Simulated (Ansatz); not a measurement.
The starting structures come from a database of crystals and need not be the phases stable at ambient conditions.

Tunnelling through a barrier is set by its complex band structure: the current falls as exp(−2κd) with the smallest κ.

Data:

```
Tl2GeSe3
1.0
    6.95802     0.02332    -0.13226
    3.20139     8.34018    -0.09563
    2.74863    -1.20045     6.21477
Tl Ge Se
4 2 6
Direct
  0.24917   0.10189   0.31715
  0.75083   0.89811   0.68285
  0.11321   0.66436   0.05908
  0.88679   0.33564   0.94092
  0.56766   0.31503   0.54534
  0.43234   0.68497   0.45466
  0.23428   0.91607   0.72825
  0.76572   0.08393   0.27175
  0.48005   0.27130   0.89623
  0.51995   0.72870   0.10377
  0.77362   0.49257   0.47421
  0.22638   0.50743   0.52579
```

Space group of this cell: P-1. The cell was relaxed by PBE-D3(BJ); by r2SCAN its mean pressure is -0.7 GPa.

Transport runs along the normal of the first two printed cell vectors.

The gap is the functional's own. No spin-orbit coupling. Mid-gap values are interpolated on the energy grid.

Problem. Predict the band gap and the smallest decay constant κ at mid-gap from r2SCAN (Ansatz, a quantum-chemistry and plane-wave program).

Solution. Gap 1.26 eV on a 6×4×6 mesh; κ = 0.186 1/Å, at (0.000, 0.500) of the in-plane reciprocal vectors. At the zone centre, at the nearest computed energy, the slowest state has κ = 0.22 1/Å.
